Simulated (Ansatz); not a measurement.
The reference is ZnCu₂GeS₄ (space group I-4, No. 82).

```
CELL_PARAMETERS angstrom
     -2.67992     2.67992     5.32528
      2.67992    -2.67992     5.32528
      2.67992     2.67992    -5.32528
ATOMIC_POSITIONS crystal
  Cu 0.00000 0.00000 0.00000
  Cu 0.75000 0.25000 0.50000
  Zn 0.25000 0.75000 0.50000
  Ge 0.50000 0.50000 0.00000
  S  0.62885 0.61988 0.49523
  S  0.12466 0.13362 0.50477
  S  0.38012 0.87534 0.00896
  S  0.86638 0.37115 0.99104
```

Cartesian axes are those of the cell as printed.

Method: PBE in Ansatz (plane waves to 420 eV, PAW, without spin-orbit coupling), earlier PAW set.

Base values:

| Property | Result |
|---|---|
| Band gap | 0.47 eV |
| Electron mass | 0.10 mₑ along c, 0.11 mₑ across (at Γ) |
| Pressure | 0.00 GPa |

It is then changed as follows: biaxial strain −1.47 %, plane normal [001], relaxed out of plane (Cartesian); in-plane vectors clamped, the third vector and the atoms free.

Q: How does this affect the band gap, electron mass, ratio −ε⊥/ε∥ and pressure?

A: The band gap goes up by 0.07 eV to 0.54 eV; the electron mass changes from 0.10 mₑ along c, 0.11 mₑ across (at Γ) to 0.11 mₑ (at Γ); the ratio −ε⊥/ε∥ amounts to 1.15; the pressure (mean of the normal stresses, compression positive) goes from zero to 0.95 GPa.

Masses are band curvatures over ±0.01 Å⁻¹ around the edge. Stability against distortions was not tested. All final runs are without spin polarisation.

Ansatz is an electronic-structure program.
